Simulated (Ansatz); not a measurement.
Mg on the Si site (Mg_Si) in alpha quartz: one set of geometries, relaxed with PBE, evaluated in Ansatz (PAW, plane waves to 420 eV, 500 eV under r2SCAN) with PBE, r2SCAN.

Cell and caveats: 72-site cell; 2×2×2 Γ-centred k-points; start: the Si site; charged states image-corrected; corrections pass 1 eV, so highly charged states may be off by several tenths; flagged in the runs: a doubtful potential alignment, a host whose relaxation on this sampling wasn't shown to rest, a strain field that reaches the edge of the cell.

```json
[
 {"quantity": "host gap (eV)", "PBE": "5.68", "r2SCAN": "…"},
 {"quantity": "ε(0/−1) above the VBM (eV)", "PBE": "0.92", "r2SCAN": "…"},
 {"quantity": "ε(−1/−2) above the VBM (eV)", "PBE": "2.19", "r2SCAN": "…"},
 {"quantity": "neutral formation energy against hcp Mg, silicon (eV)", "PBE": "6.60", "r2SCAN": "…"},
 {"quantity": "largest moment on one atom at charge 0 (μB)", "PBE": "0.28", "r2SCAN": "…"},
 {"quantity": "largest moment on one atom at charge −1 (μB)", "PBE": "0.16", "r2SCAN": "…"}
]
```

Q: Given the lower rungs, what does r2SCAN give?

A: 
- host gap (eV), r2SCAN: 6.32
- ε(0/−1) above the VBM (eV), r2SCAN: 1.13
- ε(−1/−2) above the VBM (eV), r2SCAN: 2.34
- neutral formation energy against hcp Mg, silicon (eV), r2SCAN: 7.19
- largest moment on one atom at charge 0 (μB), r2SCAN: 0.32
- largest moment on one atom at charge −1 (μB), r2SCAN: 0.18

Ansatz is a program for electronic structure.
